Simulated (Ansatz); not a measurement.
The structure below was relaxed with PBEsol in Ansatz (plane waves to 420 eV, PAW, without spin-orbit coupling), at pressure 9 GPa.

Space group P6₃/mmc (No. 194); a = b = 3.3854 Å, c = 5.3282 Å, α = β = 90.00°, γ = 120.00°

| atom | site | symmetry | x | y | z |
|---|---|---|---|---|---|
| Y | 2c | -6m2 | 0.3333 | 0.6667 | 0.2500 |

Q: Write out a cell with all atoms.

A: 
```xyz
2
Lattice="3.3854 0.0000 0.0000 -1.6927 2.9319 0.0000 0.0000 0.0000 5.3282" Properties=species:S:1:pos:R:3 pbc="T T T"
Y      1.6927     0.9773     3.9961
Y      0.0000     1.9546     1.3320
```
This is the conventional cell.

Load acts through the strain it causes; cell and atoms are relaxed under it. No phonon test of stability was made. Competing high-pressure phases were not computed. All final runs are without spin polarisation. The cell was made from Y in the hcp (Mg type) structure (space group P6_3/mmc, No. 194) by this change: pressure 9 GPa.

Ansatz is an electronic-structure program.
